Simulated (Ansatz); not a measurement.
# hypothetical zinc blende BiP with two functionals, P → Sb

The reference is BiP in the zinc blende structure (space group F-43m, No. 216; a = 6.501 Å; a hypothetical phase, not in the database extracts checked).

(Cell as relaxed with PBE.)

Levels (all Ansatz, a first-principles code, PAW): PBE (420 eV, no SOC); r2SCAN (500 eV, no SOC).

Each level relaxes its own structure.

```
base                      PBE    r2SCAN
-------------------  --------  --------
volume per atom      34.34 Å³  33.79 Å³
lattice parameter a   6.501 Å   6.466 Å
band gap                 zero      zero
```

One thing is altered: every P is replaced by Sb; the structure is relaxed again.

```json
[
 {"quantity": "volume per atom", "PBE": "45.55 Å³", "r2SCAN": "___"},
 {"quantity": "band gap", "PBE": "zero", "r2SCAN": "___"}
]
```

**Question.** What does r2SCAN give?

**Answer.** 
- volume per atom, r2SCAN: 44.60 Å³
- band gap, r2SCAN: zero

PBE's volume per atom lies 0.95 Å³ above r2SCAN's (2.1 %); the two agree on the band gap. Neither level is exact; r2SCAN is the comparison here, not a measurement.

Stability against distortions was not tested. As relaxed here, BiSb is a hypothetical phase, not in the database extracts checked. The final runs are not spin-polarised.
